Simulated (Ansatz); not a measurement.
The parent structure is CaO in the rock salt structure (space group Fm-3m, No. 225; a = 4.831 Å).

All numbers come from PBE/PAW in Ansatz (an electronic-structure program), scalar-relativistic without spin-orbit coupling.

Before the change:

| Quantity | Value |
|---|---|
| Electron mass | 1.4 mₑ along k, 0.44 mₑ across (at X) |
| Band gap | 3.66 eV |
| Gap character | indirect, Γ → X |
| Width of the top valence band | 1.16 eV |
| Smallest direct gap | 4.03 eV |

Modification: a hydrostatic pressure of 60 GPa.

**Question.** What happens to the electron mass, band gap, gap character, width of the top valence band and smallest direct gap?

**Answer.** The electron mass goes from 1.4 mₑ along k, 0.44 mₑ across (at X) to 1.3 mₑ along k, 0.35 mₑ across (at X); the band gap decreases by 0.30 eV to 3.36 eV; the gap character remains indirect, Γ → X; the width of the top valence band goes up by 0.74 eV, from 1.16 eV to 1.90 eV; the smallest direct gap drops by 0.46 eV (4.03 eV → 3.57 eV).

Load acts through the strain it causes; cell and atoms are relaxed under it. Masses are band curvatures over ±0.01 Å⁻¹ around the edge. Along k means along the line from Γ to the band edge. Stability against distortions was not tested. Competing high-pressure phases were not computed.
